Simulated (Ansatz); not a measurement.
**Cu2ZnSnS4: energy against strain**

Cu2ZnSnS4 (I-4, 19.410 Å³/atom and stress up to 0.01 GPa in the relaxed cell, c along z) under an equal strain ε in the (001) plane with the normal axis free, as in a coherent film. PBEsol in Ansatz, a plane-wave DFT program (PAW, default set), 420 eV, 9×9×9 Γ-centred mesh, Fermi-Dirac smearing 0.05 eV; ions are relaxed, or left where forces stay under 0.02 eV/Å, within the symmetry of each cell.

Here s stands for strain and y for E less E0.

| strain (%) | E less E0 (meV/atom) |
|---|---|
| -2.25 | ? |
| -1.50 | 2.40 |
| -0.75 | 0.59 |
| 0.00 | 0.00 |
| 0.75 | 0.58 |
| 1.50 | 2.29 |

The 5 complete rows are fitted with a parabola, y against s. Least squares gives y = -0.001 - 0.0307·s + 1.0425·s². Residuals (row less fit): 0.009, -0.018, 0.001, 0.018, -0.009; standard error 0.020 (degrees of freedom: 2). The quadratic coefficient over the volume, 1.0425 meV × 10⁴ × 0.1602 / 19.410 Å³, is the biaxial elastic modulus of this plane = 86.1 ± 0.8 GPa (± standard error of the fit, which holds the terms cut off).

### Question
What does the fit predict for y at s = -2.25, and how far is the calculated value from it?

### Answer
y = -0.001 - 0.0307 × (-2.25) + 1.0425 × (-2.25)² = 5.346 meV/atom. The calculation gives 5.48 meV/atom, 0.134 meV/atom above the prediction (2.4 % of the range of y in the table). The row lies outside the fitted rows, so this is an extrapolation. From the scatter of the fitted rows alone, a prediction at this place has a standard error of 0.048 meV/atom, so the miss is 2.8 times that.

A polynomial of degree 3 through the 7 other runs of the series gives 5.48 there, so most of the miss is curvature that the fit leaves out. This level leaves no gap over 0.05 eV at strain 1.50 %. The start is a measured cell from the literature; how it stands against other phases or cation orders wasn't checked. Rows are the converged runs of the series near zero and its far end; series whose fitted rows scatter by over a few per cent of the range, as at a crossing or softening among them, aren't shown in this form, nor equations of state whose B0' disagrees with the runs' pressures. Most that stay on the fit to the last digits aren't either.
